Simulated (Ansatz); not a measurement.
The parent structure is ZnGeP₂ in the chalcopyrite structure (space group I-42d, No. 122; a = 5.424 Å, c = 10.710 Å).

All numbers come from PBEsol in Ansatz (plane waves to 420 eV, PAW, no spin-orbit coupling).

For the base:

```
Property                                        Value
---------------------  ------------------------------
Gap character          indirect, Γ → M–S (33 % along)
Band gap                                      1.07 eV
Valence-band top at Γ           0.00, -0.07, -0.07 eV
```

One thing is altered: every lattice vector is shortened by 1.50 %; the atoms relax in the strained cell.

How does this affect the gap character?

The gap character remains indirect, Γ → M–S (33 % along).

Estimate the effect on the band gap.

The band gap decreases by 0.07 eV (1.07 eV → 1.00 eV).

Predict the new valence-band top at Γ.

The valence-band top at Γ (three highest levels, from the VBM) remains 0.00, -0.07, -0.07 eV.

Gaps are read on the SCF mesh and a high-symmetry path. No phonon test of stability was made.

Ansatz is a program for electronic structure.
